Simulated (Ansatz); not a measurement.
Carrier doping in SrTiO3

Take SrTiO₃ in the cubic perovskite structure (space group Pm-3m, No. 221; a = 3.9070 Å) as the base.

Carriers are added at fixed cell with a uniform background; the Fermi–Dirac width is that of 300 K.

Computed with plane-wave PAW DFT at the r2SCAN level (Ansatz, a quantum-chemistry and plane-wave program, 500 eV), no spin-orbit coupling.

Candidates:
(a) electrons 3.0×10^21 cm⁻³
(b) holes 3.0×10^21 cm⁻³
(c) electrons 7.0×10^21 cm⁻³
(d) holes 5.0×10^21 cm⁻³
(e) electrons 5.0×10^21 cm⁻³

For the base:

```
Property                       Result
----------------------------  -------
Gap between the host's bands  2.26 eV
```

Order them by gap between the host's bands, lowest first.

(b) holes 3.0×10^21 cm⁻³ (2.34 eV), (d) holes 5.0×10^21 cm⁻³ (2.40 eV), (a) electrons 3.0×10^21 cm⁻³ (2.51 eV), (e) electrons 5.0×10^21 cm⁻³ (2.68 eV), (c) electrons 7.0×10^21 cm⁻³ (2.85 eV)

Carriers are added with a uniform compensating background; total energy and stress of such cells depend on the potential's zero and are not compared; many-body gap narrowing is missing at this level. Whether these cells are dynamically stable was not tested. The final runs are not spin-polarised. Many cubic perovskites are stable only at high temperature; tilts and polar distortions were not tested.
